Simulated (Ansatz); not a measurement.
**GaSb: biaxial strain +1.67 %, plane normal [001], relaxed out of plane**

Start from GaSb in the zinc blende structure (space group F-43m, No. 216; a = 6.1120 Å). Axes: x, y, z lie along the cube axes.

The change: tensile biaxial strain of 1.67 % in the plane normal to [001], as in epitaxy on a mismatched substrate; the out-of-plane cell vector and the atoms relax.

Calculations: PBEsol (Ansatz, a quantum-chemistry and plane-wave program, PAW, no spin-orbit coupling), earlier PAW set. Settings: 13×13×13 k-points, 0.05 eV Fermi–Dirac smearing.

```json
[
 {"quantity": "volume per atom", "base": "28.54 Å³", "changed": "29.04 Å³", "shift": "+0.50 Å³"},
 {"quantity": "space group", "base": "F-43m (No. 216)", "changed": "I-4m2 (No. 119)", "shift": "–"},
 {"quantity": "shortest interatomic distance", "base": "264.7 pm", "changed": "266.3 pm", "shift": "+1.6 pm"},
 {"quantity": "energy relative to the base (free energy F)", "base": "0 meV/atom", "changed": "+4.0 meV/atom", "shift": "+4.0 meV/atom"},
 {"quantity": "pressure (mean of the normal stresses, compression positive)", "base": "0.0 GPa", "changed": "-0.9 GPa", "shift": "-0.9 GPa"},
 {"quantity": "band gap (uncertain: the edges found look like a band crossing or inverted bands; the changed cell)", "base": "zero", "changed": "0.09 eV", "shift": "–"},
 {"quantity": "out-of-plane strain (rough)", "base": "–", "changed": "-1.55 %", "shift": "–"},
 {"quantity": "mean in-plane stress (compression positive) (rough)", "base": "–", "changed": "-1.3 GPa", "shift": "–"}
]
```

Without a gap, meshes like the base's 13×13×13 leave anisotropic stresses uncertain by several tenths of a GPa, and small strain energies with them. Spin-orbit coupling, missing from the scalar runs, can matter with Sb. Stability against distortions was not tested. The final runs are not spin-polarised. The zero or small gap of GaSb can change with the level of theory.
